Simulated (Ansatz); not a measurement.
Consider a periodic stack without vacuum, rock-salt TaC (0 0 1) on zinc-blende InSb (0 0 1) (film strained to the substrate, started from cuts of the bulks and a machine-learned relaxation; slabs In4Sb4 and C12Ta12, which can lie off the formulas): substrate slab In4Sb4, film C12Ta12, surface cells [[1, 0], [1, 1]] and [[0, -1], [2, 1]], film strained by +4.9 and +4.9 %, outermost planes Sb/In and CTa/CTa as cut, which need not be the usual terminations and can put a slab off its formula. Its start:

```yaml
crystal:
  lattice:
    - [4.69343, 0.00000, -0.00430]
    - [0.00000, 4.69343, 0.05026]
    - [0.75615, 2.64789, 26.89088]
  atoms:
    - { symbol: In, position: [0.96160, 0.88444, 0.22671] }
    - { symbol: In, position: [0.48516, 0.54659, 0.10339] }
    - { symbol: In, position: [0.91958, 0.61792, 0.47364] }
    - { symbol: In, position: [0.44099, 0.30331, 0.35189] }
    - { symbol: Sb, position: [0.97301, 0.42224, 0.16421] }
    - { symbol: Sb, position: [0.43895, 0.08912, 0.03557] }
    - { symbol: Sb, position: [0.93132, 0.15302, 0.41483] }
    - { symbol: Sb, position: [0.45190, 0.83737, 0.28898] }
    - { symbol: C, position: [0.39435, 0.45302, 0.63619] }
    - { symbol: C, position: [0.89451, 0.95330, 0.63640] }
    - { symbol: C, position: [0.90611, 0.50621, 0.55534] }
    - { symbol: C, position: [0.40728, 0.00923, 0.55458] }
    - { symbol: C, position: [0.37137, 0.35195, 0.79581] }
    - { symbol: C, position: [0.87371, 0.85058, 0.79573] }
    - { symbol: C, position: [0.88297, 0.40233, 0.71599] }
    - { symbol: C, position: [0.38437, 0.90428, 0.71586] }
    - { symbol: C, position: [0.34110, 0.25201, 0.95657] }
    - { symbol: C, position: [0.84928, 0.74302, 0.95631] }
    - { symbol: C, position: [0.85645, 0.29897, 0.87595] }
    - { symbol: C, position: [0.35845, 0.80121, 0.87572] }
    - { symbol: Ta, position: [0.89424, 0.45391, 0.63609] }
    - { symbol: Ta, position: [0.39403, 0.95230, 0.63550] }
    - { symbol: Ta, position: [0.40618, 0.49697, 0.55980] }
    - { symbol: Ta, position: [0.90470, 0.00366, 0.56016] }
    - { symbol: Ta, position: [0.87144, 0.35034, 0.79569] }
    - { symbol: Ta, position: [0.37232, 0.85201, 0.79556] }
    - { symbol: Ta, position: [0.38284, 0.40331, 0.71613] }
    - { symbol: Ta, position: [0.88352, 0.90280, 0.71620] }
    - { symbol: Ta, position: [0.84376, 0.25375, 0.95247] }
    - { symbol: Ta, position: [0.34205, 0.75092, 0.95226] }
    - { symbol: Ta, position: [0.35815, 0.29990, 0.87517] }
    - { symbol: Ta, position: [0.85754, 0.79968, 0.87593] }
```

The start was prepared with a machine-learned potential, and the result is one local minimum, with the in-plane cell held and forces under 0.04 eV/Å; the film can end far from its bulk form.

The numbers are results of PBE (plane waves to 420 eV, PAW; Ansatz, an electronic-structure program), not measurements. Spin–orbit coupling is left out; the runs are not spin-polarised. Its k-point mesh 7×7×1, Fermi–Dirac width 0.05 eV.

Task: Predict the relaxed interface.

Result: interface area: 22.0 Å²
period: 26.60 Å
heights between the nearest atoms of the two slabs at the two interfaces: 2.44 and 2.29 Å
In–Ta contacts across the interfaces within 1.22 times the sum of covalent radii: 3, mean 3.38 Å
Sb–Ta contacts across the interfaces within 1.22 times the sum of covalent radii: 3, mean 3.09 Å
C–In contacts across the interfaces within 1.22 times the sum of covalent radii: 1, mean 2.66 Å
slope of the mean potential energy in the substrate: -2.0 MV/cm × e
